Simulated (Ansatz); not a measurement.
Given:

End structure of a constructed model of the (100) surface of fcc Al, a pseudomorphic layer of Pd in the host's stacking (bottom of the slab: a bare face, its two planes held):

```xyz
7
Lattice="2.8581 0.0000 0.0000 0.0000 2.8581 0.0000 0.0000 0.0000 28.0000" Properties=species:S:1:pos:R:3 pbc="T T T"
Al     1.4290     1.4290     8.0373
Al     0.0000     0.0000    10.0583
Al     1.4290     1.4290    12.0772
Al     0.0000     0.0000    14.0634
Al     1.4290     1.4290    16.1101
Al     0.0000     0.0000    18.1789
Pd     1.4290     1.4290    19.7048
```

Set-up: 7 atoms, 11.9 Å thick at the start; mesh 13x13x1; 0.1 eV smearing; dipole correction on; single point; on the structure that PBE left under its start's symmetry; no spin, no spin-orbit, no U. It is one candidate, not shown to be the stable structure of the face.

Question: Predict the work function of the top face from r2SCAN, at the PBE geometry (Ansatz, a first-principles code).

Answer: 4.44 eV
